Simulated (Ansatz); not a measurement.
The starting structures come from a database of crystals and need not be the phases stable at ambient conditions.

By PBEsol, the system below comes out a metal.

Data:

```
WP2
1.0
    3.19052     0.00000     0.00000
    1.59526     4.23904     0.00000
    1.59526    -0.57470     6.52271
P W
4 2
Direct
  0.11322   0.74856   0.02500
  0.88678   0.25144   0.97500
  0.80059   0.79920   0.59962
  0.19941   0.20080   0.40038
  0.54903   0.60896   0.29298
  0.45097   0.39104   0.70702
```

The cell is taken as given; by PBEsol it stands under a pressure of -3.4 GPa.

The current flows along the normal of the first two printed cell vectors. No spin-orbit coupling; the value is a mean over 0.1 eV about the Fermi level.

Q: State the ballistic conductance per area according to Ansatz (a first-principles code) with PBEsol.

A: 0.39 × 10¹⁵ S/m² for both spins.
